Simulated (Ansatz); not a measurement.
The reference is Cu in the fcc (Cu type) structure (space group Fm-3m, No. 225; a = 3.563 Å; relaxed with 0.1 eV smearing). Axes: x, y, z lie along the cube axes.

Calculations: PBEsol (Ansatz, an electronic-structure program), scalar-relativistic without spin-orbit coupling, earlier PAW set.

Strains are applied to the cell and any free atomic positions relax.

One change was made to it. Results:

The pressure (mean of the normal stresses, compression positive) goes from zero to 2.6 GPa; the energy increases by 1.7 meV/atom; the shortest interatomic distance shrinks by 0.019 Å to 2.501 Å.

### Question
Which of these changes matches the shifts?
(A) uniaxial strain ε_zz = −2.20 %
(B) uniaxial strain ε_xx = −1.50 %
(C) strain tensor (xx, yy, zz, yz, xz, xy) = (−1.34, +0.14, −0.96, −1.06, +0.46, +0.69) %

### Answer
B, uniaxial strain ε_xx = −1.50 %. For comparison, the energy relative to the base in the other runs: strain tensor (xx, yy, zz, yz, xz, xy) = (−1.34, +0.14, −0.96, −1.06, +0.46, +0.69) % gives +5.7 meV/atom; uniaxial strain ε_zz = −2.20 % gives +3.7 meV/atom.

Whether these cells are dynamically stable was not tested. The final runs are not spin-polarised.
